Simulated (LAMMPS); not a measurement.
LAMMPS 22 Jul 2025, classical MD, Born-Mayer-Huggins in the Tosi-Fumi form: NaCl, 110592 atoms.

| Property | Value |
|---|---|
| task | MD, nve |
| potential | Born-Mayer-Huggins in the Tosi-Fumi form |
| copies of the repeat unit | 24×24×24 |
| shape (slab and sphere leave vacuum in the box) | bulk |
| temperature | 900 K |
| steps | 200 |
| timestep | 2 fs |
| neighbor skin | 2 Å |
| neigh_modify | every 1 delay 0 check yes |
| thermo | 100 |
| kspace_style | pppm |
| kspace_accuracy | 0.0001 |
| pair cutoff | 10 Å |
| newton | on (default) |
| atom_modify sort (bins of 2 Å where set) | 1000 (default) |
| comm_style | brick (default) |
| kspace_modify | order 5 diff ik (default) |
| box | 135.4 × 135.4 × 135.4 Å |
| start | generated rock salt lattice, warmed in an untimed run |
| compared values | energy and forces of the first step, drift over the run |

Hardware: Arm Neoverse V2, 96 cores on 1 socket, no SMT, 1 L3 cache group.

Times are wall-clock medians of two to five runs, from launch to exit, with nothing else on the machine. Processes are pinned to neighbouring cores unless said otherwise. Build: PyPI wheel: MPICH, OPENMP and OPT packages. Other compilers and libraries give other times. Scratch files lie in a memory file system. A preparatory run goes ahead and isn't timed.

Measured:

| cores | layout | wall time |
|---|---|---|
| 2 | 2 ranks | 35 s |
| 4 | 4 ranks | 18 s |
| 8 | 8 ranks | 9.4 s |
| 16 | 16 ranks | 4.9 s |
| 48 | 48 ranks | 2.0 s |
| 64 | 64 ranks | 1.7 s |

Task: Take a serial part s and a parallel part w, T = s + w/p on p cores. What does the fit give for 32 ranks and for 88 ranks, and what is measured?

Result: A fit of relative deviations gives s = 0.59 s and w = 69 core-seconds; it misses the rows shown by at most 2 %.

```tsv
cores	layout	fit	measured	measured against fit
32	32 ranks	2.8 s	2.8 s	+1 %
88	88 ranks	1.4 s	1.5 s	+9 %
```

Efficiency, counted from 2 cores, is near one half at 88 cores. The shortest time, 1.5 s, comes at 88 cores. The share that grows most is that of start and exit outside the program's clock: from 1.6 % of the time on 2 cores to 24 % on 88. The largest part on 88 cores, pair forces (Pair), takes 25 s on 2 and 0.58 s there.
